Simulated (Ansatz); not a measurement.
We consider BN (Cm, No. 8, 8 atoms in the cell; start mp-1599; a measured phase of this formula has another space group), described by HSE06 (plane waves, PAW; Ansatz, a first-principles code).

Run with plane-wave cutoff 460 eV, 8×8×6 k mesh (along the axes of the cell as run), Fermi–Dirac smearing 0.01 eV, scalar-relativistic PAW data made under PBE.

Cell (relaxed with PBEsol):

```
CELL_PARAMETERS angstrom
      6.51998    -1.25160    -0.02616
      6.51998     1.25160    -0.02616
     -0.05718     0.00000     4.37013
ATOMIC_POSITIONS crystal
  B  0.00010 0.00010 0.99917
  B  0.20000 0.20000 0.42810
  B  0.86585 0.86585 0.37973
  B  0.53155 0.53155 0.49865
  N  0.98080 0.98080 0.34298
  N  0.50624 0.50624 0.84285
  N  0.64678 0.64678 0.44493
  N  0.31227 0.31227 0.39219
```

Give the computed band gap and direct gap at Γ.


band gap: 2.69 eV
direct gap at Γ: 6.62 eV

Note: cell and atoms aren't relaxed at this level (pressure -2.1 GPa).

Static lattice: no zero-point or thermal effects.

Computing time: very roughly 21 core-minutes.

A start named mp-… is a Materials Project structure, which need not be a measured phase.
